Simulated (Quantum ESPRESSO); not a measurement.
One base run on MoS₂ (P6_3/mmc, 6 atoms in the cell) and variants with one or two settings moved

```
CELL_PARAMETERS angstrom
      3.20550     0.00000     0.00000
     -1.60275     2.77604     0.00000
      0.00000     0.00000    13.26141
ATOMIC_POSITIONS crystal
  Mo 0.00000 0.00000 0.25000
  Mo 0.00000 0.00000 0.75000
  S  0.33333 0.66667 0.36774
  S  0.66667 0.33333 0.63226
  S  0.66667 0.33333 0.86774
  S  0.33333 0.66667 0.13226
```

Base run A: Quantum ESPRESSO with PBE, GBRV 1.5 ultrasoft (PBE) pseudopotentials, self-consistent single point.

Its settings: ecutwfc = 40 Ry; ecutrho = 320 Ry; occupations = fixed; potentials = {Mo: mo_pbe_v1.uspp.F.UPF, S: s_pbe_v1.4.uspp.F.UPF}; K_POINTS = automatic 10 10 2 1 1 1; nbnd = 32; conv_thr = 1e-10 Ry; mixing_beta = 0.7.

The starting cell comes from a database of computed structures (which also holds hypothetical and non-ambient phases and stackings), without a prior relaxation at this level. Its lattice was rescaled by a random factor within 2.5 % of one. Spin polarisation is off.

ΔF is the free energy per atom less that of run A. A dash stands where there is no value to compare (another energy zero or no entropy term, no result, no spin, no clean gap, or a mesh too coarse for one). Total energies depend on the potentials, the functional and any Hubbard or dispersion term, so they are compared only between runs that share all of them.

Run A gave: pressure (GPa) -1.42; largest force (eV/Å) 0.154; k-points 30.

Runs:
- B: HUBBARD: default → ortho-atomic; U Mo-4d 3 eV [PBE+U]
- C: K_POINTS: automatic 10 10 2 1 1 1 → automatic 5 5 1 1 1 1
- D: occupations: fixed → smearing; nbnd: 32 → default; smearing: default → cold; degauss: default → 0.0147 Ry
- E: ecutrho: 320 Ry → 400 Ry
- F: K_POINTS: automatic 10 10 2 1 1 1 → automatic 12 12 3 1 1 1
- G: mixing_beta: 0.7 → 0.3
- H: mixing_beta: 0.7 → 0.5; mixing_mode: default → TF
- I: conv_thr: 1e-10 Ry → 1e-07 Ry

### Question
What does run B change against A?

### Answer
The pressure goes from -1.42 to -1.25 GPa and the largest force goes from 0.154 to 0.147 eV/Å.

```
run  ΔF (meV/atom)  pressure (GPa)  largest force (eV/Å)  k-points
---  -------------  --------------  --------------------  --------
A             0.00           -1.42                 0.154        30
B                –           -1.25                 0.147        30
C            -1.52           -1.46                 0.155         9
D             0.01           -1.41                 0.154        30
E             0.30           -1.41                 0.153        30
F             0.00           -1.42                 0.154        84
G             0.00           -1.42                 0.154        30
H             0.00           -1.41                 0.154        30
I             0.00           -1.41                 0.153        30
```
